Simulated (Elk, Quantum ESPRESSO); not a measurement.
**Equation of state of CsCl-type PdIn (space group 221): energy against volume (Elk, LDA)**

```
CELL_PARAMETERS angstrom
      3.12360     0.00000     0.00000
      0.00000     3.12360     0.00000
      0.00000     0.00000     3.12360
ATOMIC_POSITIONS crystal
  In 0.50000 0.50000 0.50000
  Pd 0.00000 0.00000 0.00000
```

Level of theory: LDA (PW92), all-electron FP-LAPW, Elk's shipped species files, APW+lo basis with extra local orbitals (Elk). Settings: rgkmax = 8.55; swidth = 0.00183747 Ha; ngridk = 18 18 18; tforce = true; gmaxvr = 18 1/bohr; lmaxapw = 10; lmaxo = 8; nxlo = 2; lorbcnd = true; lradstp = 2; nrmtscf = 2; rmtscf = 0.92; lmaxi = 4; maxscl = 100; sphere radii = {In: 2.392, Pd: 2.392} bohr. The cell above is the first row's. The rows scale it uniformly. In all rows fractional positions and the k mesh are held. E is the free energy at the stated smearing, counted from the lowest row.

| V (Å^3/atom) | E (meV/atom) |
|---|---|
| 15.238 | 61.79 |
| 15.570 | 33.37 |
| 15.901 | 14.26 |
| 16.232 | 3.58 |
| 16.563 | 0.00 |
| 16.895 | 2.83 |
| 17.226 | 11.28 |
| 17.557 | 24.07 |
| 17.888 | ? |

Question: Fit E against V with the third-order Birch-Murnaghan form, a cubic in V^(-2/3), and predict the withheld value at V = 17.888.

Answer: With u = V^(-2/3) - 0.155, the rows have u = 0.007698, 0.005377, 0.003143, 0.000986, -0.001099, -0.003122, -0.005074, -0.006964. Least squares gives E = 1.096 + 1762.53·u + 760426·u² + 4615560·u³. Residuals (row less fit): -0.042, 0.094, -0.031, 0.002, -0.071, -0.035, 0.152, -0.072; standard error 0.107 (degrees of freedom: 4). Its minimum lies at u = -0.001171, so V0 = (0.153829)^(-3/2) = 16.57. There d²E/du² = 1488000 and d³E/du³ = 2.769e7, so B0 = (4/9) × 16.57^(-7/3) × 1488000 × 0.160218 = 151 GPa (the last factor turns the table's units into GPa), and B0' = 4 + (2/3) × 0.153829 × (2.769e7)/1488000 = 5.9. At the withheld row, u = -0.008796, so E = 1.096 + 1762.53 × (-0.008796) + 760426 × (-0.008796)² + 4615560 × (-0.008796)³ = 41.286 meV/atom. The calculation gives 41.38 meV/atom, 0.094 meV/atom above the prediction (0.2 % of the range of E in the table). The row lies outside the fitted rows, so this is an extrapolation. From the scatter of the fitted rows alone, a prediction at this place has a standard error of 0.260 meV/atom, so the miss is 0.4 times that.

Carrying the step between the two nearest rows on in a straight line would have given 36.86, off by 4.52; series whose last step already gives the withheld value aren't shown. The scan was laid around a cell of about the measured size, scaled by a guess for this functional. The runs keep the symmetry of the cell, so they don't test it for distortions. A plane-wave scan with the same functional (Quantum ESPRESSO, GBRV) gives V0 = 16.59 Å^3/atom and B0 = 151 GPa; a Birch-Murnaghan fit to all rows here lies -0.1 % from it in V0 and 0 % in B0; the two differ in basis, and may differ in potentials and mesh. Spin polarisation is off. Values depend on the basis (sphere radii, cutoffs, local orbitals), which need not be converged. Sphere radii are the same in all rows. Cutoffs and mesh are single choices, not tested for convergence of this quantity. Series with a scatter that would blur these digits, or in which a gap closes, are not shown. Nor are scans whose minimum lies at an end fitted in this form.
